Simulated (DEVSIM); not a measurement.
System: abrupt Ge n-p junction, at 300 K.

```tsv
layer (left to right)	material	thickness (μm)	Nd (cm⁻³)	Na (cm⁻³)	τn (s)	τp (s)
1	Ge	0.140	2e17	-	0.00061	0.00061
2	Ge	0.700	-	1e17	0.00061	0.00061
```

Left contact: ohmic. Right contact: ohmic. Voltage is applied to the left contact. Recombination: SRH at mid-gap. Mobility is μmin + (μ − μmin)/(1 + (N/Nref)^α).

The device is made up for the run: typed textbook-type constants, with dimensions and the other settings drawn at random. Values at 300 K.

| parameter | Ge |
|---|---|
| gap (eV) | 0.664 |
| affinity (eV) | 4 |
| permittivity | 16 |
| Nc (cm⁻³) | 1.04e19 |
| Nv (cm⁻³) | 6e18 |
| μn (cm²/Vs) | 3900 |
| μp (cm²/Vs) | 1900 |
| μn,min | 150 |
| μp,min | 100 |
| Nref,n | 2.6e17 |
| Nref,p | 4e17 |
| αn | 0.56 |
| αp | 0.6 |

Simulated with DEVSIM: 1D drift-diffusion, Boltzmann statistics, complete ionisation; no tunnelling, impact ionisation, image-force lowering or self-heating.

The thickness of layer 2 was swept, all else fixed.

```tsv
thickness of layer 2 (μm)	dark forward voltage at 100 A/cm² (V)	dark forward voltage at 1 A/cm² (V)
0.14	0.253	0.131
0.24	0.268	0.147
0.42	___	___
0.7	0.286	0.166
1.2	0.292	0.171
2.1	0.296	0.175
3.5	0.299	0.177
```

Question: Some entries are withheld; supply them.

Answer: 
- 0.42, dark forward voltage at 100 A/cm² (V): 0.279
- 0.42, dark forward voltage at 1 A/cm² (V): 0.158
